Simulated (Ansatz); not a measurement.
Band structure of Al2Au (Fm-3m, 3 atoms in the cell).

```xyz
3
Lattice="0.0000 3.0432 3.0432 3.0432 0.0000 3.0432 3.0432 3.0432 0.0000" Properties=species:S:1:pos:R:3 pbc="T T T"
Al     1.5216     1.5216     1.5216
Al     4.5648     4.5648     4.5648
Au     0.0000     0.0000     0.0000
```

Method: PBE (plane waves, PAW; Ansatz, an electronic-structure program).

Settings: basis.ecutwfc = 420 eV; kpoints.mp_grid.grid = 9 9 9; hamiltonian.xc = pbe; hamiltonian.pseudopotentials = {kind: paw} (the program's default PAW files); scf.occupations.method = fermi_dirac; scf.occupations.width = 0.1 eV; kpoints.band_path.npoints = 8.

The starting cell comes from a database of computed structures (which also holds hypothetical and non-ambient phases and stackings), without a prior relaxation at this level. Its lattice was rescaled by a random factor within 2.5 % of one. Spin-orbit coupling is off.

Levels in eV from the Fermi level, bands 10 to 16:
| point | 10 | 11 | 12 | 13 | 14 | 15 | 16 |
|---|---|---|---|---|---|---|---|
| Γ | -5.47 | 1.91 | 2.91 | 2.91 | 2.91 | 3.70 | 3.70 |
| X | -5.19 | -4.90 | -2.04 | -2.04 | 1.01 | 2.05 | 7.55 |
| W | -5.07 | -3.96 | -3.96 | -2.14 | 3.93 | 3.93 | 5.05 |
| K | -5.38 | -4.53 | -3.33 | -1.33 | 1.68 | 4.24 | 5.87 |
| L | -5.36 | -5.31 | 0.35 | 0.35 | 3.17 | 3.25 | 3.66 |
| U | -5.38 | -4.53 | -3.33 | -1.33 | 1.68 | 4.24 | 5.87 |

Bands cross the Fermi level along this path, so the cell is metallic at this level.

Keys are those of Ansatz 0.2.
